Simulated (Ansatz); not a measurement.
S_Ru in hcp Ru (start: the Ru site; 48-site cell, 4×4×4 shifted sampling), impurity bounded by its compound with the host (Δμ(Ru) = 0.00 eV, Δμ(S) = -0.86 eV, bounded by RuS2 (Pa-3); only phases computed here count, gases as isolated molecules at 0 K). Level of theory: PBE, PAW (plane waves to 420 eV; Ansatz, a program for electronic structure). In charge state 0 (not spin-polarised) the formation energy is 2.86 eV. The crystal has 7.26 × 10^22 Ru sites per cm³.

Q: Estimate the equilibrium concentration at 900 K in the dilute limit, leaving out vibrational entropy and degeneracy.

A: kT = 0.0776 eV; c = N exp(−E_f / kT) = 7.26 × 10^22 × exp(−36.9) ≈ 7 × 10^6 cm^-3. An error of 0.2 eV in E_f moves this by a factor of 13.
